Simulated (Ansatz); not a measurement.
The reference is BN (space group P6_3/mmc, No. 194; a = 2.500 Å, c = 6.412 Å; layered, stacked along the Cartesian z axis).

The values are results of PBEsol-D3(BJ) in Ansatz (plane waves to 420 eV, PAW, without spin-orbit coupling), not measurements.

Base values:

```
Quantity               Value
-------------------  -------
Volume per atom      8.68 Å³
Band gap             4.08 eV
Smallest direct gap  4.49 eV
c/a ratio              2.564
```

Now apply this change: cell and atoms relaxed at a pressure of 0.7 GPa.

Problem. How does this affect the volume per atom?

Solution. The volume per atom drops by 0.17 Å³ to 8.51 Å³.

Problem. How does this affect the band gap?

Solution. The band gap decreases by 0.03 eV to 4.05 eV.

Problem. How does this affect the smallest direct gap?

Solution. The smallest direct gap falls by 0.06 eV, from 4.49 eV to 4.43 eV.

Problem. Predict the new c/a ratio.

Solution. The c/a ratio shrinks by 0.0457 (2.564 → 2.519).

Load acts through the strain it causes; cell and atoms are relaxed under it. Whether these cells are dynamically stable was not tested.

Ansatz is a first-principles code.
